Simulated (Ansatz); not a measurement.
The reference is PbS in the rock salt structure (space group Fm-3m, No. 225; a = 5.975 Å). Axes: x, y, z lie along the cube axes.

Calculations: Kohn–Sham DFT with the r2SCAN functional, run in Ansatz (a first-principles code) with PAW and 500 eV plane waves, spin-orbit coupling left out, earlier PAW set.

For the base:

- Volume per atom = 26.66 Å³
- Smallest direct gap = 0.70 eV
- Valley order = L along ⟨111⟩ 0.70 eV; a point along ⟨110⟩, about 0.6 Å⁻¹ from Γ 1.59 eV

Now apply this change: compressive biaxial strain of 0.36 % in the plane normal to [111], as in epitaxy on a mismatched substrate; the out-of-plane cell vector and the atoms relax.

Q: Estimate the effect on the volume per atom.

A: The volume per atom shrinks by 0.09 Å³ to 26.57 Å³.

Q: What does the calculation give for the smallest direct gap after the change?

A: The smallest direct gap falls by 0.02 eV to 0.68 eV.

Q: What does the calculation give for the energy relative to the base after the change?

A: The energy is nearly the same.

Q: What does the calculation give for the valley order after the change?

A: The valley order (the lowest conduction-band minima on the path, energy above the VBM, named in the base's zone) becomes L along [1-1-1] 0.65 eV; L along [111] 0.70 eV; a point along [1-10], about 0.6 Å⁻¹ from Γ 1.53 eV (base: L along ⟨111⟩ 0.70 eV; a point along ⟨110⟩, about 0.6 Å⁻¹ from Γ 1.59 eV).

Spin-orbit coupling, missing from the scalar runs, can matter with Pb. Stability against distortions was not tested.
